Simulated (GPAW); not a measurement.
Pressure against volume in rock-salt MgSe (space group 225) (GPAW, PBEsol)

```yaml
crystal:
  lattice:
    - [0.00000, 2.65073, 2.65073]
    - [2.65073, 0.00000, 2.65073]
    - [2.65073, 2.65073, 0.00000]
  atoms:
    - { symbol: Mg, position: [0.00000, 0.00000, 0.00000] }
    - { symbol: Se, position: [0.50000, 0.50000, 0.50000] }
```

Method: PBEsol, GPAW PAW datasets PBEsol (made by gpaw-setup) (plane waves; GPAW 25.7.0). Settings: mode = pw; ecut = 780 eV; xc = PBEsol; kpts = 10 10 10; mesh shift (steps) = 0 0 0; occupations.name = fermi-dirac; occupations.width = 0.01 eV; nbands = -4; convergence.forces = 0.001 eV/Å; convergence.bands = -2; symmetry.symmorphic = false; symmetry.tolerance = 0.0005; maxiter = 120. The cell above is the first row's. The rows scale it uniformly. In all rows fractional positions and the k mesh are held.

```csv
V (Å^3/atom),P (GPa)
18.625,6.46
19.030,4.61
19.435,2.90
19.840,1.37
20.245,0.00
20.650,-1.24
21.054,-2.35
21.459,-3.35
21.864,?
```

Q: Using a cubic, estimate the missing P at V = 21.864 from the other rows, showing the fit.

A: With u = V - 20.0, the rows have u = -1.3750, -0.9700, -0.5650, -0.1600, 0.2450, 0.6500, 1.0540, 1.4590. Least squares gives P = 0.814 - 3.4402·u + 0.4458·u² - 0.02977·u³. Residuals (row less fit): -0.005, 0.012, -0.005, -0.006, 0.003, 0.002, 0.002, -0.001; standard error 0.008 (degrees of freedom: 4). The fitted pressure is zero at V0 = 20.24, where dP/dV = -3.228, so B0 = -V0·dP/dV = 65.3 GPa. At the withheld row, u = 1.8640, so P = 0.814 - 3.4402 × 1.8640 + 0.4458 × 1.8640² - 0.02977 × 1.8640³ = -4.242 GPa. The calculation gives -4.28 GPa, 0.038 GPa below the prediction (0.4 % of the range of P in the table). The row lies outside the fitted rows, so this is an extrapolation. From the scatter of the fitted rows alone, a prediction at this place has a standard error of 0.021 GPa, so the miss is 1.8 times that.

Carrying the step between the two nearest rows on in a straight line would have given -4.35, off by 0.07; series whose last step already gives the withheld value aren't shown. The scan was laid around a cell of about the measured size, scaled by a guess for this functional. This is one of several polymorphs. The runs keep the symmetry of the cell, so they don't test it for distortions. Cutoffs and mesh are single choices, not tested for convergence of this quantity. Series with a scatter that would blur these digits, or in which a gap closes, are not shown.
